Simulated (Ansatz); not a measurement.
# Ti3O5: response to strain

The parent structure is Ti₃O₅ (space group Cmcm, No. 63; a = 3.7500 Å, b = 9.7926 Å, c = 9.8219 Å). Axes: x, y, z lie along a, b, c of the conventional cell.

Strains are applied to the cell and any free atomic positions relax; under biaxial strain the out-of-plane vector relaxes too.

The values are results of plane-wave PAW DFT at the PBEsol level (Ansatz, a program for electronic structure, 420 eV), spin-orbit coupling left out, not measurements.

Notes on the quantities. pressure: mean of the normal stresses, compression positive.

```json
[
 {"case": "base", "volume per atom": "11.27 Å³", "pressure": "0.0 GPa"},
 {"case": "biaxial strain +0.61 %, plane normal [001], relaxed out of plane", "volume per atom": "(withheld)", "pressure": "(withheld)"},
 {"case": "biaxial strain +1.79 %, plane normal [001], relaxed out of plane", "volume per atom": "(withheld)", "pressure": "(withheld)"},
 {"case": "isotropic strain +3.89 %", "volume per atom": "12.64 Å³", "pressure": "-17.2 GPa"}
]
```

**Question.** What belongs in the blanks?

**Answer.** 
- biaxial strain +0.61 %, plane normal [001], relaxed out of plane, volume per atom: 11.34 Å³
- biaxial strain +0.61 %, plane normal [001], relaxed out of plane, pressure: -1.4 GPa
- biaxial strain +1.79 %, plane normal [001], relaxed out of plane, volume per atom: 11.48 Å³
- biaxial strain +1.79 %, plane normal [001], relaxed out of plane, pressure: -3.9 GPa

Without a gap, meshes like the base's 11×11×4 leave anisotropic stresses uncertain by several tenths of a GPa, and small strain energies with them. Whether these cells are dynamically stable was not tested. No Hubbard U is applied, and correlation can decide whether such a compound is a metal. The final runs are not spin-polarised.
